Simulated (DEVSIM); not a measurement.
Device: Ti/La2O3/p-Si capacitor, at 300 K.

Layer 1 from the left is La2O3, thickness (nm) 15.0. Layer 2 from the left is Si, thickness (nm) 3700, Na (cm⁻³) 2.4e16.

Metal gate on the left, work function 4.33 eV. Fixed charge at the semiconductor interface 1.8e11 cm⁻² (in units of +e); no interface traps.

This is a model device: material constants are rounded textbook-type values typed into the input, and sizes, dopings and lifetimes were drawn at random. Values at 300 K.

La2O3: gap (eV) 5.8, affinity (eV) 1.8, permittivity 27. Si: gap (eV) 1.124, affinity (eV) 4.05, permittivity 11.7, Nc (cm⁻³) 2.86e19, Nv (cm⁻³) 3.1e19.

Task: Estimate by hand the flat-band voltage, the threshold voltage, and compare with a numerical solution.

Result: 
- Flat-band voltage: C = 1.59 μF/cm², work-function difference -0.659 V; VFB = φms − qNf/C = -0.68 V; numerical -0.68 V.
- Threshold voltage: φF = 0.378 V, depletion charge √(4εqNφF) = 7.76e-8 C/cm²; VT = VFB + 2φF + Qd/C = 0.13 V; numerical 0.13 V.

Model (solved in DEVSIM): 1D Poisson equation in equilibrium, Boltzmann statistics, complete ionisation; no quantum confinement or tunnelling. Metal contacts follow the ideal Schottky-Mott rule: no Fermi-level pinning, no interface dipoles.
